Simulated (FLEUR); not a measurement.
FLEUR is run on FeSi (P-6m2, 2 atoms in the cell), and the run fails. The aim is a self-consistent single point with DFT, PBE, all-electron FLAPW (FLEUR), scalar-relativistic valence.

Input:

```xml
# input of inpgen
scf FeSi
&input film=f /
6.0296956653 -0.0000007408 0.0000000000
-3.0148471911 5.2218699936 0.0000000000
0.0000000000 0.0000000000 5.8846827411
1.0
1.0 1.0 1.0

2
26 0.0000001667 -0.0000001667 0.0000000000 : 4.00
14 0.6666668333 0.3333331667 0.5000000000 : 0.00

&comp jspins=2 /
&kpt div1=8 div2=8 div3=7 gamma=t /
&end /
# inp.xml
<?xml version="1.0" encoding="UTF-8" standalone="no"?>
<fleurInput fleurInputVersion="0.39">
   <comment>
      scf FeSi                                                                                            
   </comment>
   <calculationSetup>
      <cutoffs Kmax="3.9" Gmax="11.7" GmaxXC="11.7" numbands="0"/>
      <scfLoop itmax="80" minDistance="0.00001" maxIterBroyd="40" imix="Anderson" alpha="0.05" precondParam="0.0" spinf="2.0"/>
      <coreElectrons ctail="T" frcor="F" kcrel="0" coretail_lmax="0"/>
      <xcFunctional name="pbe" relativisticCorrections="F"/>
      <magnetism jspins="2"/>
      <soc l_soc="F" theta="0.0" phi="0.0" spav="F"/>
      <expertModes spex="0" secvar="F"/>
      <geometryOptimization l_f="T" forcealpha="1.0" forcemix="BFGS" epsdisp="0.00001" epsforce="0.00001"/>
      <ldaU l_linMix="F" mixParam="0.05" spinf="1.0"/>
   </calculationSetup>
   <cell>
      <bzIntegration valenceElectrons="20.0" mode="hist" fermiSmearingEnergy="0.00367493">
         <kPointListSelection listName="default-1"/>
         <!-- k-points included here -->
         <xi:include xmlns:xi="http://www.w3.org/2001/XInclude" href="kpts.xml"> </xi:include>
      </bzIntegration>
      <!-- symmetry operations included here -->
      <xi:include xmlns:xi="http://www.w3.org/2001/XInclude" href="sym.xml"> </xi:include>
      <bulkLattice scale="1.0">
         <bravaisMatrix>
            <row-1>    6.0296956653000002    -0.0000007408000000     0.0000000000000000</row-1>
            <row-2>   -3.0148471910999999     5.2218699936000004     0.0000000000000000</row-2>
            <row-3>    0.0000000000000000     0.0000000000000000     5.8846827410999998</row-3>
         </bravaisMatrix>
      </bulkLattice>
   </cell>
   <atomSpecies>
      <species name="Iron (Fe) 4.000" element="Fe" atomicNumber="26">
         <mtSphere radius="3.02" gridPoints="889" logIncrement="0.014"/>
         <atomicCutoffs lmax="10" lnonsphr="8"/>
         <electronConfig flipSpins="F">
            <coreConfig>(1s1/2) (2s1/2) (2p1/2) (2p3/2)</coreConfig>
            <valenceConfig>(3s1/2) (3p1/2) (3p3/2) (4s1/2) (3d3/2) (3d5/2)</valenceConfig>
            <stateOccupation state="(3d3/2)" spinUp="2.0" spinDown="0.4"/>
            <stateOccupation state="(3d5/2)" spinUp="3.0" spinDown="0.6"/>
         </electronConfig>
         <energyParameters s="4" p="4" d="3" f="4"/>
         <lo type="SCLO" l="0" n="3" eDeriv="0"/>
         <lo type="SCLO" l="1" n="3" eDeriv="0"/>
      </species>
      <species name="Silicon (Si)" element="Si" atomicNumber="14">
         <mtSphere radius="1.97" gridPoints="579" logIncrement="0.019"/>
         <atomicCutoffs lmax="6" lnonsphr="4"/>
         <electronConfig flipSpins="F">
            <coreConfig>(1s1/2) (2s1/2) (2p1/2) (2p3/2)</coreConfig>
            <valenceConfig>(3s1/2) (3p1/2) (3p3/2)</valenceConfig>
            <stateOccupation state="(3p1/2)" spinUp="0.3333333333" spinDown="0.3333333333"/>
            <stateOccupation state="(3p3/2)" spinUp="0.6666666667" spinDown="0.6666666667"/>
         </electronConfig>
         <energyParameters s="3" p="3" d="3" f="4"/>
      </species>
   </atomSpecies>
   <atomGroups>
      <atomGroup species="Iron (Fe) 4.000">
         <relPos label="                   1">.0000000000 .0000000000 .0000000000</relPos>
         <force calculate="T" relaxXYZ="TTT"/>
      </atomGroup>
      <atomGroup species="Silicon (Si)">
         <relPos label="                   2">-1.000/3.000 1.000/3.000 1.000/2.000</relPos>
         <force calculate="T" relaxXYZ="TTT"/>
      </atomGroup>
   </atomGroups>
   <output dos="F" band="F" slice="F">
      <checks vchk="F" cdinf="F"/>
      <bandDOS minEnergy="-.5*Htr" maxEnergy="0.5*Htr" sigma="0.015" storeEVData="T"/>
      <vacuumDOS vacdos="F" integ="F" star="F" nstars="0" locx1="0.0" locy1="0.0" locx2="0.0" locy2="0.0" nstm="0" tworkf="0.0"/>
      <unfoldingBand unfoldBand="F" supercellX="1" supercellY="1" supercellZ="1"/>
      <plotting iplot="0" polar="F">
         <plot TwoD="T" vec1="  1.0  0.0  0.0" vec2="  0.0  1.0  0.0" vec3="  0.0  0.0  1.0" zero="  0.0  0.0  0.0" file="plot"/>
      </plotting>
      <chargeDensitySlicing numkpt="0" minEigenval="0.0" maxEigenval="0.0" nnne="0" pallst="F"/>
      <specialOutput eonly="F"/>
      <magneticCircularDichroism mcd="F" energyLo="-10.0" energyUp="0.0"/>
   </output>
  <!-- We include the file relax.xml here to enable relaxations (see documentation) -->
  <xi:include xmlns:xi="http://www.w3.org/2001/XInclude" href="relax.xml"> <xi:fallback/> </xi:include>
</fleurInput>
```

Output (repeated stretches shortened):

```
      Welcome to FLEUR        (www.flapw.de)
      MaX-Release 8.1          (www.max-centre.eu)
**************FLEUR-Error*****************
Error message: Overlapping MT-radii of two neighbours detected.
Error occurred in subroutine: chkmt
Error from PE:0/1
 Last known location:
```

Problem. Read the log: what does the program object to, and what is the fix?

Solution. The fault is overlapping muffin-tin spheres. The method divides space into non-overlapping spheres and the region between them. To fix it, shrink the radii. The program stopped before any SCF iteration.

An input that runs soundly differs in these lines (not the only fix; some lines may just follow from the change or write a value another way):
```diff
-         <mtSphere radius="3.02" gridPoints="889" logIncrement="0.014"/>
+         <mtSphere radius="2.52" gridPoints="889" logIncrement="0.014"/>
-         <mtSphere radius="1.97" gridPoints="579" logIncrement="0.019"/>
+         <mtSphere radius="1.64" gridPoints="579" logIncrement="0.019"/>
```

With that input, the run converged in 24 iterations: free energy E − TS -42527.3785 eV; Fermi level (on the code's own zero) 8.87 eV; size of the cell's spin moment 1.28 μB; site moments (μB, in the program's spheres or projections) Fe 1.44, Si -0.03 (DFT, PBE, all-electron FLAPW (FLEUR), scalar-relativistic valence).

On the sound input: the starting cell was generated: these elements placed on a structure prototype, without a prior relaxation; it need not be a known phase or ordering of this composition. Its lattice was rescaled by a random factor within 2.5 % of one. With one magnetic atom in the cell only a parallel order is possible. Values depend on the basis (sphere radii, cutoffs, local orbitals), which need not be converged.
